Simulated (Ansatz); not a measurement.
Consider BN in the zinc blende structure (space group F-43m, No. 216).

Space group F-43m (No. 216); a = 3.606 Å, b = 3.606 Å, c = 3.606 Å, α = 90.00°, β = 90.00°, γ = 90.00°

```csv
atom,site,symmetry,x,y,z
B,4a,-43m,0.0000,0.0000,0.0000
N,4d,-43m,0.7500,0.7500,0.7500
```
(The calculation used a cell of 2 atoms; values per cell refer to that cell.)

Computed with PBEsol (Ansatz, an electronic-structure program, PAW, no spin-orbit coupling).

Strains are applied to the cell and any free atomic positions relax.

One change was made to it. Results:

The pressure goes from zero to -29.02 GPa; the band gap shrinks by 0.10 eV to 4.20 eV; the gap character is still indirect, Γ → X; the energy goes up by 53 meV/atom.

### Question
Which change produced these results?
A) isotropic strain −2.50 %
B) isotropic strain +1.00 %
C) isotropic strain +3.00 %

### Answer
C, isotropic strain +3.00 %. For comparison, the band gap in the other runs: isotropic strain −2.50 % gives 4.37 eV; isotropic strain +1.00 % gives 4.27 eV.

Whether these cells are dynamically stable was not tested.
